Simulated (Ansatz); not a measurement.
Base system: SnO in the litharge type structure (space group P4/nmm, No. 129; a = 3.793 Å, c = 4.764 Å; layered, stacked along the Cartesian z axis).

The values are results of r2SCAN+rVV10 (Ansatz, a program for electronic structure), without spin-orbit coupling, earlier PAW set, not measurements.

Base values:

```
Item                             Value
-----------------------------  -------
Band gap                          zero
Shortest interatomic distance  2.216 Å
In-plane lattice parameter a   3.793 Å
```

Perturbation: a free-standing slab of 3 layers (12 atoms, 4 a layer) is cut normal to the stacking axis, with 15 Å of vacuum and the in-plane cell relaxed.

### Question
How does this affect the band gap?

### Answer
The band gap becomes 0.54 eV (base: zero).

### Question
Predict the new thickness between the outermost nuclei.

### Answer
The thickness between the outermost nuclei is 11.91 Å.

### Question
How does this affect the shortest interatomic distance?

### Answer
The shortest interatomic distance decreases by 0.003 Å to 2.213 Å.

### Question
Predict the new excess energy per area of both faces.

### Answer
The excess energy per area of both faces (slab less bulk energy over the cell's area: twice a surface energy) amounts to 0.5 J/m² (uncertain by up to 0.1 J/m²).

### Question
Predict the new in-plane lattice parameter a.

### Answer
The in-plane lattice parameter a decreases by 0.013 Å to 3.780 Å.

Slab and bulk use different k-meshes, which limits the precision of the excess energy. Stability against distortions was not tested. All final runs are without spin polarisation. The zero or small gap of SnO can change with the level of theory.
